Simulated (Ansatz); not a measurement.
V3Si, element substitutions

Take V3Si in the A15 (Cr3Si type) structure (space group Pm-3n, No. 223) as the base.

```
CELL_PARAMETERS angstrom
      4.64987     0.00000     0.00000
      0.00000     4.64987     0.00000
      0.00000     0.00000     4.64987
ATOMIC_POSITIONS crystal
  V  0.25000 0.00000 0.50000
  V  0.75000 0.00000 0.50000
  V  0.00000 0.50000 0.25000
  V  0.00000 0.50000 0.75000
  V  0.50000 0.25000 0.00000
  V  0.50000 0.75000 0.00000
  Si 0.00000 0.00000 0.00000
  Si 0.50000 0.50000 0.50000
```

Each row replaces one element on all its sites; cell and atoms are relaxed.

Computed with Ansatz (an electronic-structure program), PBEsol, PAW, cutoff 420 eV, scalar-relativistic without spin-orbit coupling, earlier PAW set.

Candidates:
(a) V → Be
(b) Si → As
(c) Si → S

For the base:

```
Item                     Result
-------------------  ----------
Lattice parameter a  8.787 bohr
```

Question: Order them by lattice parameter a, highest first.

Answer: (b) Si → As (8.829 bohr), (c) Si → S (8.574 bohr), (a) V → Be (8.075 bohr)

Whether these cells are dynamically stable was not tested. As relaxed here, Be3Si and V3S are hypothetical phases, not in the database extracts checked. For V3As in this form, whether it has been made was not checked. Starting moments died away, wholly or in part, for the base, Si → As and Si → S; another magnetic solution may exist. The final runs are not spin-polarised.
